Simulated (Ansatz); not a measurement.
An Ansatz (a program for electronic structure) input (DFT with r2SCAN, PAW potentials and a 500 eV plane-wave cutoff in Ansatz, scalar-relativistic without spin-orbit coupling):

Ansatz 0.2 input:
```yaml
crystal:
  lattice:
    - [-2.5816111803, 2.5816111803, 1.2335883963]
    - [2.5816111803, -2.5816111803, 1.2335883963]
    - [2.5816111803, 2.5816111803, -1.2335883963]
  atoms:
    - { symbol: Zn, position: [0.75, 0.25, 0.5] }
    - { symbol: Zn, position: [0, 0, 0] }
basis: { ecutwfc: 500, ecutrho_ratio: 4, xc_grid: 4, fft_grid_basis: typed }
kpoints: { mp_grid: { grid: [21, 21, 21] } }
hamiltonian:
  xc: r2scan
  dispersion: none
  pseudopotentials: { kind: paw }
scf: { occupations: { method: fermi_dirac, width: 0.05 }, convergence: { dr2_threshold: 0.0000000002 } }
output: { forces: true, stress: true }
checkpoint: { write: state.ck, write_every: 1000 }
```

Question: Which symmetry and how many k-points will the program report, and about how many plane waves at Γ?

Answer: Space group I41/amd (ITA 141) with 16 operations, k-points 726 of 9261, and 821 plane waves at Γ.

No phonon test of stability was made. The cell was made from Sn by this change: Sn → Zn; the result is a hypothetical phase, not in the database extracts checked.
